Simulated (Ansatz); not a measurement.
## WS2 under a change: x(Re) = 0.25, 12 atoms, Pmm2

Consider WS$_{2}$ in the 2H-MoS2 type structure (space group P6_3/mmc, No. 194; a = 3.170 Å, c = 12.492 Å; layered, stacked along the Cartesian z axis).

The other end (x = 1) is ReS$_{2}$ (space group P6_3/mmc, No. 194; ferromagnetic; a hypothetical phase, not in the database extracts checked; layered, stacked along the Cartesian z axis): 18.16 Å³/atom, gap zero; this end may not be an ambient phase.

One thing is altered: a fraction x = 0.25 of the W sites is given to Re, ordered in a cell of 12 atoms (starting symmetry Pmm2) and fully relaxed.

Calculations: DFT with r2SCAN+rVV10, PAW potentials and a 500 eV plane-wave cutoff in Ansatz (an electronic-structure program), no SOC. Settings: 15×4×9 k-points, 0.05 eV Fermi–Dirac smearing, for the changed cell.

```json
[
 {"quantity": "volume per atom", "base": "18.12 Å³", "changed": "18.05 Å³", "shift": "-0.07 Å³"},
 {"quantity": "shortest interatomic distance", "base": "4.548 bohr", "changed": "4.470 bohr", "shift": "-0.078 bohr"},
 {"quantity": "band gap", "base": "1.13 eV", "changed": "zero", "shift": "–"},
 {"quantity": "mixing energy (to 0.01 eV only: unlike meshes or grids) (against an end that may be hypothetical)", "base": "–", "changed": "0.00 eV/atom", "shift": "–"},
 {"quantity": "deviation of the volume from the linear (Vegard-type) interpolation", "base": "–", "changed": "-0.4 %", "shift": "–"},
 {"quantity": "mean first-shell distances", "base": "–", "changed": "W–S 2.408 Å (end compound 2.407 Å), Re–S 2.392 Å (end compound 2.390 Å)", "shift": "–"}
]
```

Final structure:

```yaml
crystal:
  lattice:
    - [3.16699, 0.00000, 0.00000]
    - [0.00000, 12.44870, 0.00000]
    - [0.00000, 0.00000, 5.49329]
  atoms:
    - { symbol: Re, position: [0.00000, 0.00000, 0.35107] }
    - { symbol: W, position: [0.50000, 0.00000, 0.81575] }
    - { symbol: W, position: [0.50000, 0.50000, 0.16671] }
    - { symbol: W, position: [0.00000, 0.50000, 0.66647] }
    - { symbol: S, position: [0.00000, 0.37435, 0.33323] }
    - { symbol: S, position: [0.50000, 0.37441, 0.83348] }
    - { symbol: S, position: [0.50000, 0.87958, 0.16596] }
    - { symbol: S, position: [0.00000, 0.87104, 0.66733] }
    - { symbol: S, position: [0.50000, 0.12042, 0.16596] }
    - { symbol: S, position: [0.00000, 0.12896, 0.66733] }
    - { symbol: S, position: [0.00000, 0.62565, 0.33323] }
    - { symbol: S, position: [0.50000, 0.62559, 0.83348] }
```

Other magnetic orders, which the real material may have, were not ruled out. Each cell is one ordered arrangement of few atoms, which overstates ordering effects compared with a random alloy. With W present, leaving out spin-orbit coupling can change the band edges. Stability against distortions was not tested. Spin-polarised in the final run: ReS2; the other runs are not. An odd electron count without spin: ReW3S8.
